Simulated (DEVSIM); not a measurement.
System: isotype n-n heterojunction GaP/Si, at 350 K.

```
layer (left to right)  material  thickness (μm)  Nd (cm⁻³)  τn (s)  τp (s)
---------------------  --------  --------------  ---------  ------  ------
1                           GaP           0.330       1e17  6.8e-7  6.8e-7
2                            Si           0.970     5.1e17  6.8e-7  6.8e-7
```

Left contact: ohmic. Right contact: ohmic. Voltage is applied to the left contact. Recombination: SRH at mid-gap, Auger. Mobility is constant in doping.

Constants are typed, rounded textbook-type inputs, not results; the design itself was drawn at random and stands for no fabricated device. Values at 300 K; Nc and Nv go as T^1.5, mobilities as T to minus their exponent, the gap by Varshni's rule with the affinity fixed.

| parameter | GaP | Si |
|---|---|---|
| gap (eV) | 2.26 | 1.124 |
| affinity (eV) | 3.8 | 4.05 |
| permittivity | 11.1 | 11.7 |
| Nc (cm⁻³) | 1.8e19 | 2.86e19 |
| Nv (cm⁻³) | 1.9e19 | 3.1e19 |
| μn (cm²/Vs) | 250 | 1417 |
| μp (cm²/Vs) | 150 | 470 |
| T exponent of μn | 1.6 | 2.3 |
| T exponent of μp | 1.98 | 2.2 |
| Cn (cm⁶/s) | 1e-30 | 2.8e-31 |
| Cp (cm⁶/s) | 1e-30 | 9.9e-32 |
| Varshni α (eV/K) | 0.00058 | 0.000473 |
| Varshni β (K) | 372 | 636 |

Simulated with DEVSIM: 1D drift-diffusion, Boltzmann statistics, complete ionisation; no tunnelling, impact ionisation, image-force lowering or self-heating. Band offsets follow the typed affinities; no thermionic-emission limit at abrupt steps, no polarisation charge.

The temperature was swept, all else fixed.

```
temperature (K)  potential step across the device at zero bias (V)
---------------  -------------------------------------------------
250                                                          0.225
300                                                          0.220
350                                                          0.215
400                                                          0.210
450                                                          0.205
500                                                          0.200
```

From the first row to the last the potential step across the device at zero bias goes from 0.225 to 0.200.
